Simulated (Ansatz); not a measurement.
Structure of amorphous In$_{12}$Ga$_{6}$Zn$_{9}$O$_{35}$ (periodic cell):

```xyz
62
Lattice="9.2655 0.0000 0.0000 0.0000 9.2655 0.0000 0.0000 0.0000 9.2655" Properties=species:S:1:pos:R:3 pbc="T T T"
In     6.2807     0.1386     6.3658
In     7.5821     2.8578     8.0949
In     8.7168     3.3341     2.0618
In     0.0952     0.3652     0.1881
In     1.4471     4.0938     5.0437
In     0.3236     5.9280     8.6464
In     8.1409     6.3362     5.1223
In     3.1241     9.2306     8.5453
In     1.8840     7.3843     2.8083
In     4.3554     3.3505     6.5725
In     2.7869     6.4610     6.5509
In     0.5663     9.0525     5.8319
Ga     7.9310     6.8959     2.1555
Ga     6.1751     6.0563     7.5856
Ga     7.6907     0.7176     3.2993
Ga     4.7010     2.1818     0.5294
Ga     2.6664     4.1525     1.9358
Ga     4.9852     8.8882     2.4899
Zn     6.6347     8.5117     0.1121
Zn     3.4187     0.6561     5.2210
Zn     7.0044     3.4330     4.9312
Zn     3.7621     6.4398     0.5713
Zn     4.7460     5.7810     3.6767
Zn     1.8494     1.2449     2.6586
Zn     4.9617     2.5889     3.3941
Zn     1.6373     2.7252     7.8638
Zn     6.2163     4.9903     1.1516
O      1.9832     9.1182     1.1844
O      1.5420     4.6020     7.2324
O      8.1869     5.1724     1.2404
O      3.5708     2.2573     8.3315
O      9.1842     7.3127     3.4738
O      1.9325     9.1839     4.1927
O      5.0258     0.6834     4.0221
O      5.0833     4.0433     4.6468
O      7.7218     4.9784     7.5970
O      6.6933     6.1178     3.4137
O      0.5223     7.0547     6.4596
O      0.1097     2.6966     9.2259
O      6.9983     2.4851     3.1312
O      4.1932     8.8817     6.6938
O      4.3679     4.8939     1.7844
O      3.5465     2.3851     2.0052
O      3.9827     7.3837     2.5213
O      6.6827     7.3108     6.3138
O      4.5064     5.3115     7.2341
O      2.6407     2.4579     5.6907
O      6.2652     2.3599     6.4741
O      1.2433     0.7047     7.6164
O      1.7684     5.6437     1.2541
O      8.0007     0.4499     5.0995
O      7.4694     0.5904     8.2205
O      8.6047     7.6183     0.4234
O      5.7657     6.7238     0.0374
O      2.6756     5.8567     4.4989
O      9.1164     1.1700     2.2122
O      4.8824     0.2941     0.6679
O      6.8551     8.6564     2.2534
O      8.6733     4.3260     4.7312
O      2.5660     7.1852     8.4763
O      1.3838     3.3111     3.0147
O      6.2128     3.1673     0.3831
```

The numbers are results of PBE, scalar-relativistic without spin-orbit coupling (plane waves to 420 eV, PAW; Ansatz, a program for electronic structure), not measurements. The usual formal charges leave 2 electrons over, so the level spacing at the Fermi energy parts defect or band states and needn't be the band gap.

A CHGNet melt-quench gave the starting glass, which DFT then relaxed. O atoms were pushed apart under 1.9 Å during the dynamics, to hinder bonds among them. The hot cell started wider than the set density and was brought back towards it in steps. It is the lowest in DFT energy of 4 quenches. It is a model cell: composition and starting density were chosen by hand, and all elements were melted together. No dispersion term was used. Its density started from a set value of 6.15 and ended at 6.15 g/cm³. Cooling (nominally 260 K/ps over its main leg) ran many orders faster than in experiment, which tends to leave more defects and strain. A cell of this size samples the disorder only roughly. The volume was held where the preparation left it, at a PBE pressure of 3.3 GPa. Stress components on the final sampling reach 4.3 GPa.

Bonds are counted up to In-In 3.12 Å, In-Ga 2.90 Å, In-Zn 2.90 Å, In-O 2.60 Å, Ga-Ga 2.68 Å, Ga-Zn 2.68 Å, Ga-O 2.24 Å, Zn-Zn 2.68 Å, Zn-O 2.60 Å, O-O 1.58 Å. Two cations that share two anions don't count as bonded, nor two that share one unless they lie closer than In-In 3.04 Å, In-Ga 2.82 Å, In-Zn 2.82 Å, Ga-Ga 2.61 Å, Ga-Zn 2.61 Å, Zn-Zn 2.61 Å.

Task: Give the coordination numbers, mean bond lengths and angles.

Result: 
```json
{
 "Mean coordination of In by anions": "5.33 (1 with 4, 7 with 5, 3 with 6, 1 with 7)",
 "Mean coordination of Ga by anions": "4.17 (5 with 4, 1 with 5)",
 "Mean coordination of Zn by anions": "4.67 (3 with 4, 6 with 5)",
 "Mean coordination of O": "3.74 (9 with 3, 26 with 4)",
 "Mean In-O bond": "2.214 Å (spread 0.107 Å, 64 counted)",
 "Mean Zn-O bond": "2.069 Å (spread 0.125 Å, 42 counted)",
 "Mean Ga-O bond": "1.894 Å (spread 0.057 Å, 25 counted)",
 "Bond angle at In": "mean 105.0°, spread 28.7°",
 "Bond angle at Ga": "mean 109.1°, spread 19.0°",
 "Bond angle at Zn": "mean 106.3°, spread 24.6°",
 "Bond angle at O": "mean 110.1°, spread 16.2°"
}
```

Task: List the pairs of like atoms that count as bonded by the rules above.

Result: There are none by these rules.
